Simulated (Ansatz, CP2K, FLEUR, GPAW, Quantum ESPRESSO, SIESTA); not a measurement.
Code comparison for Na2Cl (P4/mmm, 6 atoms in the cell)

Self-consistent single point, at a second geometry (lattice scaled by 0.98). First geometry:

```yaml
crystal:
  lattice:
    - [3.56747, 0.00000, 0.00000]
    - [0.00000, 3.56747, 0.00000]
    - [0.00000, 0.00000, 12.63287]
  atoms:
    - { symbol: Na, position: [0.00000, 0.00000, 0.22690] }
    - { symbol: Na, position: [0.00000, 0.00000, 0.77310] }
    - { symbol: Na, position: [0.00000, 0.00000, 0.50000] }
    - { symbol: Na, position: [0.50000, 0.50000, 0.00000] }
    - { symbol: Cl, position: [0.50000, 0.50000, 0.35918] }
    - { symbol: Cl, position: [0.50000, 0.50000, 0.64082] }
```

Shared settings, as Ansatz (a first-principles code) writes them: kpoints.mp_grid.grid = 8 8 2; scf.occupations.method = fermi_dirac; scf.occupations.width = 0.01 Ry. Potentials and cutoffs stand in the table.

| code | model | ΔF from the first geometry (meV/atom) | pressure (GPa) | largest force (eV/Å) | cutoff |
|---|---|---|---|---|---|
| SIESTA | LDA PW92, numerical atomic orbitals DZP, PseudoDojo LDA standard norm-conserving potentials (rewritten from UPF to PSML) | -21.3 | -1.67 | 0.175 | grid 350 Ry |
| CP2K | LDA (Pade form), GPW, DZVP-MOLOPT-SR-GTH basis, GTH-PADE potentials (GTH_POTENTIALS) | -13.3 | -0.85 | 0.132 | grid 950 Ry |
| Ansatz | LDA (PW92), PAW files made with PBE | -15.7 | -1.14 | 0.146 | 30.9 Ry |
| FLEUR | LDA (Vosko-Wilk-Nusair), all-electron FLAPW (FLEUR), scalar-relativistic valence | -14.9 | – | 0.125 | Kmax 3.8 1/bohr |
| GPAW | LDA (Perdew-Wang 92), GPAW PAW datasets LDA (gpaw-data 1.0.1) | -15.2 | -1.10 | 0.140 | 800 eV |
| Quantum ESPRESSO | LDA (PZ), GBRV 1.5 ultrasoft (LDA) pseudopotentials | -15.2 | -1.10 | 0.138 | 40 Ry |

Size of the force on each atom (eV/Å): Sizes of forces hide their directions.

```
code                Na1    Na2    Na3    Na4    Cl5    Cl6
----------------  -----  -----  -----  -----  -----  -----
SIESTA            0.175  0.175  0.000  0.000  0.137  0.137
CP2K              0.132  0.132  0.000  0.000  0.067  0.067
Ansatz            0.146  0.146  0.000  0.000  0.058  0.058
FLEUR             0.125  0.125  0.000  0.000  0.074  0.074
GPAW              0.140  0.140  0.000  0.000  0.059  0.059
Quantum ESPRESSO  0.138  0.138  0.000  0.000  0.059  0.059
```

A dash marks a value that a program does not give, or that is left out as unsure.

No clean gap comes from SIESTA, CP2K, Ansatz, GPAW and Quantum ESPRESSO: levels at the Fermi energy touch, overlap or are partly filled at this smearing.

The spread over the programs that give each value: ΔF from the first geometry within 8.0 meV/atom; pressure within 0.82 GPa; largest force within 0.050 eV/Å.

SIESTA and CP2K use small atom-centred bases, whose incompleteness enters pressures, forces and empty levels differently from a plane-wave cutoff. FLEUR treats all electrons, but the usual bases taken here (sphere radii, linearisation, local orbitals, empty states) were not tested for convergence, so the values are no reference for the others. Ansatz's pressure is given at a fixed set of plane waves, as the other plane-wave codes print theirs. The same LDA comes in different parametrisations, which differ slightly.

The starting cell comes from a database of computed structures (which also holds hypothetical and non-ambient phases and stackings), without a prior relaxation at this level. Its lattice was rescaled by a random factor within 2.5 % of one. For this run, on top of that: lattice scaled by 0.98.

Left out of this page: ABINIT (with a known weakness of the program).

Keys are those of Ansatz 0.2.
